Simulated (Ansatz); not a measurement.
Input and output of a relaxation of the atoms for CuPd (P4mm, 2 atoms in the cell) (Ansatz, a program for electronic structure).

Level of theory: LDA (PW92), default PAW files made with PBE (plane waves; Ansatz).

The change in words: one atom moved by 0.15 angstrom; relax: default → atoms; relax.f_tol: default → 0.002 eV/Å. Reference geometry:
```xyz
2
Lattice="2.9655 0.0000 0.0000 0.0000 2.9655 0.0000 0.0000 0.0000 2.9655" Properties=species:S:1:pos:R:3 pbc="T T T"
Cu     0.0000     0.0000     0.0000
Pd     1.4828     1.4828     1.4828
```

Reference input (self-consistent single point, DFT, LDA (PW92), plane waves, default PAW files made with PBE): basis.ecutwfc = 420 eV; kpoints.mp_grid.grid = 11 11 11; hamiltonian.xc = lda; hamiltonian.pseudopotentials = {kind: paw} (the program's default PAW files); scf.occupations.method = gaussian; scf.occupations.width = 0.1 eV. This run's input differs from it in these lines:

```diff
@@ -7,3 +7,3 @@
   atoms:
-    - { symbol: Cu, position: [0.00000000, 0.00000000, 0.00000000] }
+    - { symbol: Cu, position: [0.00000000, 0.00000000, 0.05058100] }
     - { symbol: Pd, position: [0.50000000, 0.50000000, 0.50000000] }
@@ -22,2 +22,4 @@
     width: 0.1
+relax:
+  f_tol: 0.002
 output:
```

Output (repeated stretches shortened):

```
   [... SCF lines of the steps left out ...]
relax step   1: F+E_penalty+E_count = -13400.42488968 eV  Δ(F+E_penalty+E_count) = +0.000e0 eV  max|allowed force component| = 9.751e-1 eV/Å  Δτ_max = 0.0000 Å  (6 SCF iters, dr2 threshold 1.00e-7 eV, accepted)
relax step   2: F+E_penalty+E_count = -13400.47760480 eV  Δ(F+E_penalty+E_count) = -5.272e-2 eV  max|allowed force component| = 5.226e-1 eV/Å  Δτ_max = 0.0352 Å  (6 SCF iters, dr2 threshold 5.94e-5 eV, accepted)
relax step   3: F+E_penalty+E_count = -13400.49847154 eV  Δ(F+E_penalty+E_count) = -2.087e-2 eV  max|allowed force component| = 2.244e-3 eV/Å  Δτ_max = 0.0397 Å  (6 SCF iters, dr2 threshold 1.71e-5 eV, accepted)
relax step   4: F+E_penalty+E_count = -13400.49847155 eV  Δ(F+E_penalty+E_count) = -3.922e-9 eV  max|allowed force component| = 2.318e-3 eV/Å  Δτ_max = 0.0000 Å  (6 SCF iters, accepted)
relax step   5: F+E_penalty+E_count = -13400.49847196 eV  Δ(F+E_penalty+E_count) = -4.073e-7 eV  max|allowed force component| = 2.001e-5 eV/Å  Δτ_max = 0.0002 Å  (7 SCF iters, accepted)
the relaxation is at rest under the 8 symmetry operations that the run kept from its start: a minimum is not shown …
Stability not checked: this state was not tested for a lower state beside it, because too few of the mixer's solves of this state at the end of the SCF gave a …
Free energy (F): -13400.498472 eV
Internal energy: -13400.490714 eV  (E = F + TS)
E sigma→0 (E₀):  -13400.494593 eV
Entropy (-TS):   -0.007758 eV (-3.879 meV/atom)
Fermi energy:    18.107679 eV
--- Forces (eV/Å), atoms counted from 1 ---
  atom   1  Cu     0.00000000     0.00000000     0.00001997
   [... lines left out ...]
--- Relaxed structure (5 steps of the walk, 5 accepted, 0 SCFs on fresh bases) ---
  F+E_penalty+E_count = -13400.49847196 eV   max|allowed force component| = 2.001e-5 eV/Å
  atoms:
    - { symbol: Cu, position: [2.5977653069544488e-34, 0.0, 0.02528998620005053] }
    - { symbol: Pd, position: [0.49999999999999994, 0.49999999999999994, 0.5252910137999494] }
```

The run converged.  The full log also holds: “iter 4 did not close the SCF: its close was put off for the readings that it lacked (scf_convergence_deferred on its scf_iter line)”. The full log also holds: “iter 5 did not close the SCF: its close was put off for the readings that it lacked (scf_convergence_deferred on its scf_iter line)”.

Summary of the result:
- Free energy E − TS (on the zero of these files): -13400.4985 eV
- Fermi level (on the code's own zero): 18.11 eV
- Pressure: -6.76 GPa
- Relaxation steps: 5

The starting cell comes from a database of computed structures (which also holds hypothetical and non-ambient phases and stackings), without a prior relaxation at this level. Its lattice was rescaled by up to half a per cent. For this run, on top of that: one atom moved by 0.15 angstrom. Spin polarisation is off. The relaxation keeps the symmetry of its start, so its end need not be a minimum. Ansatz's pressure includes its estimate of the finite-basis (Pulay) stress.

Keys are those of Ansatz 0.2.
